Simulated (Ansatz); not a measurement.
Start from MgAl2C2 (space group P-3m1, No. 164; a = 3.375 Å, c = 5.774 Å; a cell from a computed database, its experimental status unchecked).

All numbers come from plane-wave PAW DFT at the PBEsol level (Ansatz, an electronic-structure program, 420 eV), spin-orbit coupling left out.

One change was made to it. Results:

The shortest interatomic distance decreases by 0.023 Å, from 2.004 Å to 1.981 Å; the smallest direct gap rises by 0.069 eV to 3.01 eV; the band gap stays essentially unchanged (1.66 eV against 1.67 eV).

**Question.** What was done to the base?
A. pressure 7 GPa
B. pressure 3 GPa
C. pressure −1 GPa
D. pressure 30 GPa
E. pressure 75 GPa

**Answer.** A, pressure 7 GPa. For comparison, the shortest interatomic distance in the other runs: pressure 30 GPa gives 1.926 Å; pressure 75 GPa gives 1.858 Å; pressure −1 GPa gives 2.007 Å; pressure 3 GPa gives 1.993 Å.

Load acts through the strain it causes; cell and atoms are relaxed under it. Whether these cells are dynamically stable was not tested. Competing high-pressure phases were not computed.
